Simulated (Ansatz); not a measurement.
A self-consistent single point of CdS (F-43m, 2 atoms in the cell) with Ansatz (a quantum-chemistry and plane-wave program).

Method of the run: PBE, PAW files (plane waves; Ansatz).

```
CELL_PARAMETERS angstrom
      0.00000     3.00181     3.00181
      3.00181     0.00000     3.00181
      3.00181     3.00181     0.00000
ATOMIC_POSITIONS crystal
  Cd 0.00000 0.00000 0.00000
  S  0.25000 0.25000 0.25000
```

Reference input (self-consistent single point, DFT, PBE, plane waves, PAW files): basis.ecutwfc = 420 eV; kpoints.mp_grid.grid = 5 5 5; hamiltonian.xc = pbe; hamiltonian.pseudopotentials = {kind: paw} (the program's default PAW files); scf.occupations.method = gaussian; scf.occupations.width = 0.05 eV. This run's input differs from it in these lines:

Ansatz 0.2 input:
```diff
@@ -10,3 +10,3 @@
 basis:
-  ecutwfc: 420.0
+  ecutwfc: 335.0
 kpoints:
```

The program printed (abridged):

```
SCF iter   1: F=—  HF=-9157.943498 eV  |F-HF|=—  |Δ(HF+E_count)|=         —  Δρ=2.77e-2  dr2=3.54e-1  ethr=3.10e-3  ⟨swp⟩=5.4  Hψ=918  notcnv=0
all-band conjugate gradients solve this SCF's bands
preconditioner: auto → none
SCF iter   2: F=—  HF=-9157.869282 eV  |F-HF|=—  |Δ(HF+E_count)|=   7.42e-2  Δρ=1.14e-2  dr2=3.56e-2  ethr=1.36e-3  ⟨swp⟩=2.0  Hψ=370  notcnv=0
SCF iter   3: F=—  HF=-9157.870805 eV  |F-HF|=—  |Δ(HF+E_count)|=   1.52e-3  Δρ=4.81e-3  dr2=6.61e-3  ethr=1.37e-4  ⟨swp⟩=3.0  Hψ=300  notcnv=0
SCF iter   4: F=—  HF=-9157.871987 eV  |F-HF|=—  |Δ(HF+E_count)|=   1.18e-3  Δρ=4.06e-4  dr2=8.78e-5  ethr=2.54e-5  ⟨swp⟩=2.2  Hψ=264  notcnv=0
SCF iter   5: F=—  HF=-9157.871970 eV  |F-HF|=—  |Δ(HF+E_count)|=   1.76e-5  Δρ=1.71e-4  dr2=9.24e-6  ethr=3.38e-7  ⟨swp⟩=2.0  Hψ=251  notcnv=0
SCF iter   6: F=—  HF=-9157.871973 eV  |F-HF|=—  |Δ(HF+E_count)|=   3.51e-6  Δρ=4.35e-5  dr2=6.41e-7  ethr=3.55e-8  ⟨swp⟩=2.4  Hψ=264  notcnv=0
SCF iter   7: F=-9157.871974 eV  HF=-9157.871974 eV  |F-HF|=6.99e-9  |Δ(HF+E_count)|=   4.20e-7  Δρ=6.89e-6  dr2=1.62e-8  ethr=3.85e-10  ⟨swp⟩=6.2  Hψ=819  notcnv=0
SCF 1 converged in 7 iterations: F = -9157.871974 eV  dr2 = 1.62e-8
Free energy (F): -9157.871974 eV
Internal energy: -9157.871974 eV  (E = F + TS)
E sigma→0 (E₀):  -9157.871974 eV
Fermi energy:    6.233269 eV
--- Forces (eV/Å), atoms counted from 1 ---
  atom   1  Cd     0.00000000    -0.00000000     0.00000000
  atom   2  S     -0.00000000     0.00000000     0.00000000
--- Stress (GPa, compression-positive) ---
       -1.850033      -0.000000      -0.000000
        0.000000      -1.850033       0.000000
       -0.000000       0.000000      -1.850033
  P = ⅓ Tr σ = -1.8500 GPa (-18.500 kbar)
  The stress holds the Pulay correction. Without it, at fixed plane waves, as pw.x and ABINIT print it: P = -2.2044 GPa
```

The run converged in 7 iterations. Against the reference run the free energy rises by 4.2 meV/atom, the pressure hardly changes (-1.86 to -1.85 GPa) and the gap on the mesh hardly changes (0.950 to 0.952 eV).

The starting cell comes from a database of computed structures (which also holds hypothetical and non-ambient phases and stackings), without a prior relaxation at this level. Its lattice was rescaled by a random factor within 2.5 % of one. Ansatz's pressure includes its estimate of the finite-basis (Pulay) stress. The cutoff lies below the one recommended for these files.
